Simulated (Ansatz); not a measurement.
Take BP in the zinc blende structure (space group F-43m, No. 216; a = 4.548 Å) as the base.

Method: plane-wave PAW DFT at the PBE level (Ansatz, a program for electronic structure, 420 eV), spin-orbit coupling left out, earlier PAW set.

One change was made to it. Results:

| quantity | base | after |
|---|---|---|
| band gap | 1.25 eV | zero |
| density | 2.95 g/cm³ | 7.53 g/cm³ |
| shortest interatomic distance | 1.969 Å | 2.551 Å |

### Question
Which of these changes matches the shifts?
A) B → Hg
B) B → Ag
C) B → In

### Answer
A, B → Hg. For comparison, the density in the other runs: B → In gives 4.57 g/cm³; B → Ag gives 5.17 g/cm³.

No phonon test of stability was made. As relaxed here, HgP and AgP are hypothetical phases, not in the database extracts checked. The final runs are not spin-polarised. An odd electron count without spin: HgP.
